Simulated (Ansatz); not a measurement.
## Pressure series in Mg2Sn

Take Mg₂Sn (space group Fm-3m, No. 225) as the base.

```xyz
3
Lattice="0.0000 3.3728 3.3728 3.3728 0.0000 3.3728 3.3728 3.3728 0.0000" Properties=species:S:1:pos:R:3 pbc="T T T"
Sn     0.0000     0.0000     0.0000
Mg     1.6864     1.6864     1.6864
Mg     5.0592     5.0592     5.0592
```

Cell and atoms are relaxed at each pressure.

Level of theory: DFT with PBEsol, PAW potentials and a 420 eV plane-wave cutoff in Ansatz (a program for electronic structure), no spin-orbit coupling, earlier PAW set.

Notes on the quantities. enthalpy: H = E + PV relative to the base's energy.

```json
[
 {"case": "base", "shortest interatomic distance": "292.1 pm", "density": "3.62 g/cm³", "enthalpy": "–"},
 {"case": "pressure −2 GPa", "shortest interatomic distance": "297.1 pm", "density": "3.44 g/cm³", "enthalpy": "-0.33 eV/atom"},
 {"case": "pressure −1 GPa", "shortest interatomic distance": "294.5 pm", "density": "3.53 g/cm³", "enthalpy": "-0.16 eV/atom"},
 {"case": "pressure 0.9 GPa", "shortest interatomic distance": "290.2 pm", "density": "3.69 g/cm³", "enthalpy": "+0.14 eV/atom"},
 {"case": "pressure 2.1 GPa", "shortest interatomic distance": "287.9 pm", "density": "3.78 g/cm³", "enthalpy": "+0.33 eV/atom"},
 {"case": "pressure 4.5 GPa", "shortest interatomic distance": "283.8 pm", "density": "3.95 g/cm³", "enthalpy": "+0.69 eV/atom"},
 {"case": "pressure 9 GPa", "shortest interatomic distance": "[?]", "density": "[?]", "enthalpy": "+1.32 eV/atom"},
 {"case": "pressure 15 GPa", "shortest interatomic distance": "271.6 pm", "density": "4.50 g/cm³", "enthalpy": "+2.12 eV/atom"},
 {"case": "pressure 22.5 GPa", "shortest interatomic distance": "265.6 pm", "density": "4.82 g/cm³", "enthalpy": "+3.05 eV/atom"},
 {"case": "pressure 30 GPa", "shortest interatomic distance": "260.8 pm", "density": "5.09 g/cm³", "enthalpy": "+3.92 eV/atom"}
]
```

**Question.** Some entries are withheld; estimate them.

**Answer.** 
- pressure 9 GPa, shortest interatomic distance: 277.8 pm
- pressure 9 GPa, density: 4.21 g/cm³

Load acts through the strain it causes; cell and atoms are relaxed under it. Whether these cells are dynamically stable was not tested. No other phases were tried under pressure.
